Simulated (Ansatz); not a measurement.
A zone-centre phonon calculation of Sr (P-62m, 3 atoms in the cell) with Ansatz (an electronic-structure program).

Computed with LDA (PW92), default PAW files made with PBE (plane waves; Ansatz).

```
Sr
1.0
    7.03062     0.00000     0.00000
   -3.51531     6.08870     0.00000
    0.00000     0.00000     3.79755
Sr
3
Direct
  0.00000   0.66578   0.00000
  0.66578   0.00000   0.00000
  0.33422   0.33422   0.00000
```

Reference input (self-consistent single point, DFT, LDA (PW92), plane waves, default PAW files made with PBE): basis.ecutwfc = 30.9 Ry; kpoints.mp_grid.grid = 6 6 9; hamiltonian.xc = lda; hamiltonian.pseudopotentials = {kind: paw} (the program's default PAW files); scf.occupations.method = gaussian; scf.occupations.width = 0.0073 Ry. This run's input differs from it in these lines:

```diff
@@ -22,6 +22,6 @@
     width: 0.0073 Ry
-output:
-  forces: true
-  eigenvalues: true
-  stress: true
+  convergence:
+    dr2_threshold: 1.0e-07 eV
+phonons:
+  method: dfpt
```

Log, with long lists cut:

```
SCF iter   1: F=—  HF=-10332.230477 eV  |F-HF|=—  |Δ(HF+E_count)|=         —  Δρ=3.56e-3  dr2=9.57e-3  ethr=1.77e-3  ⟨swp⟩=9.2  Hψ=25263  notcnv=0
all-band conjugate gradients solve this SCF's bands
automatic band count: the SCF goes on with 23 bands, as 19 were too few: the levels above may hold too much charge
preconditioner: auto → Kerker (q_TF=auto, 2.059 Å⁻¹)
SCF iter   2: F=—  HF=-10332.229787 eV  |F-HF|=—  |Δ(HF+E_count)|=   6.90e-4  Δρ=1.82e-3  dr2=3.66e-3  ethr=3.19e-5  ⟨swp⟩=2.1  Hψ=4086  notcnv=0
SCF iter   3: F=—  HF=-10332.229804 eV  |F-HF|=—  |Δ(HF+E_count)|=   1.66e-5  Δρ=3.21e-4  dr2=2.38e-4  ethr=1.22e-5  ⟨swp⟩=2.0  Hψ=3616  notcnv=0
SCF iter   4: F=—  HF=-10332.229796 eV  |F-HF|=—  |Δ(HF+E_count)|=   7.90e-6  Δρ=8.80e-5  dr2=1.87e-5  ethr=7.95e-7  ⟨swp⟩=1.0  Hψ=2123  notcnv=0
SCF iter   5: F=—  HF=-10332.229801 eV  |F-HF|=—  |Δ(HF+E_count)|=   5.49e-6  Δρ=4.48e-5  dr2=3.33e-6  ethr=6.24e-8  ⟨swp⟩=2.1  Hψ=3106  notcnv=0
SCF iter   6: F=-10332.229800 eV  HF=-10332.229800 eV  |F-HF|=1.30e-8  |Δ(HF+E_count)|=   9.26e-7  Δρ=4.38e-6  dr2=5.20e-8  ethr=3.33e-10  ⟨swp⟩=14.4  Hψ=21005  notcnv=0
SCF 1 converged in 6 iterations: F = -10332.229800 eV  dr2 = 5.20e-8
DFPT response loops at Γ: preconditioner auto → Kerker (q_TF=auto, 2.059 Å⁻¹) (partly filled bands, converged f_vac=0.000) …
Free energy (F): -10332.229800 eV
Internal energy: -10332.204276 eV  (E = F + TS)
E sigma→0 (E₀):  -10332.217038 eV
Entropy (-TS):   -0.025524 eV (-8.508 meV/atom)
Fermi energy:    4.893503 eV
--- Phonons (Γ-DFPT): 2 representative perturbations + reference, on 100 of 324 k-points (Σ response iterations 8) ---
  k mesh reduced under 2 symmetry operations, with k and −k counted as one. Each operation leaves every solved displacement unchanged or reverses it
  ASR residual: 5.574e-3 → 0.000e0 eV/Å²; symmetrization residual: 5.918e-8 eV/Å²
  ASR residual per site (eV/Å²): 5.55e-3 5.57e-3 5.55e-3
  Γ frequencies (cm⁻¹): -52.32 -52.32 0.00 0.00 0.00 78.78 79.45 79.45 80.12
  non-analytic LO–TO correction: not included (Born effective charges unavailable; polar crystals: no LO–TO splitting at Γ)
```

The run converged in 6 iterations. 

Summary of the result:
- Free energy E − TS (on the zero of these files) = -10332.2298 eV
- Fermi level (on the code's own zero) = 4.89 eV
- Zone-centre frequencies (cm⁻¹; negative means imaginary) = -52, -52, 0, 0, 0, 79, 79, 79, 80

The starting cell comes from a database of computed structures (which also holds hypothetical and non-ambient phases and stackings), without a prior relaxation at this level. Its lattice was rescaled by up to half a per cent.

Cost on one core of a shared machine: roughly 2 min.

Keys are those of Ansatz 0.2.
